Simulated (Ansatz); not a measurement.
## Effect of Te → Mo on SnTe

The parent structure is SnTe in the rock salt structure (space group Fm-3m, No. 225; a = 6.289 Å).

The change: Mo takes the place of Te on all its sites; the structure is relaxed again.

The values are results of Ansatz (an electronic-structure program) PBEsol, no SOC, earlier PAW set, not measurements. Γ-centred 15×15×15 mesh, Fermi–Dirac width 0.05 eV, for the changed cell.

```yaml
density: 8.82 g/cm³ (base 6.58 g/cm³)
lattice_parameter_a: 5.448 Å (base 6.289 Å)
space_group: Fm-3m (No. 225) (base Fm-3m (No. 225))
shortest_interatomic_distance: 2.724 Å (base 3.144 Å)
band_gap: "zero (uncertain: the edges found look like a band crossing or inverted bands; the base alone) (base 0.16 eV)"
```

Final structure:

```xyz
2
Lattice="0.0000 2.7240 2.7240 2.7240 0.0000 2.7240 2.7240 2.7240 0.0000" Properties=species:S:1:pos:R:3 pbc="T T T"
Mo     0.0000     0.0000     0.0000
Sn     2.7240     2.7240     2.7240
```

Spin-orbit coupling, missing from the scalar runs, can matter with Te. Whether these cells are dynamically stable was not tested. As relaxed here, SnMo is a hypothetical phase, not in the database extracts checked. All final runs are without spin polarisation. SnMo has a high density of states at the Fermi level and may be magnetic at this level. The zero or small gap of SnTe can change with the level of theory.
